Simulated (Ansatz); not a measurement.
## ZnO (model structure, started from the BN type, Pm-3n, No. 223, 12 atoms in the cell): smallest direct gap on the k points sampled by level of theory

No measured value is used here.

```
level (code)           value (eV)  cell (Å³/atom)
---------------------  ----------  --------------
LDA (Ansatz)                 1.01           13.91
PBEsol (Ansatz)              1.02           14.46
r²SCAN (Ansatz)              1.38           14.48
r²SCAN+rVV10 (Ansatz)         [?]           14.37
HSE06 (Ansatz)               2.70           14.46
```

Problem. What belongs in the gaps?

Solution. 
- r²SCAN+rVV10 (Ansatz, a quantum-chemistry and plane-wave program), value (eV): 1.28

Computed values are for a static lattice.  Values are at the level's own relaxed cell; HSE06 at the PBEsol cell. Cutoffs and k meshes differ between the levels. Ansatz's density-functional and Hartree–Fock values are scalar-relativistic unless marked +SOC, with PAW data made under PBE.

A model structure was made by putting elements into a prototype or built by hand; it is no filed structure, need not be a known phase, and can be a saddle point held by its symmetry.
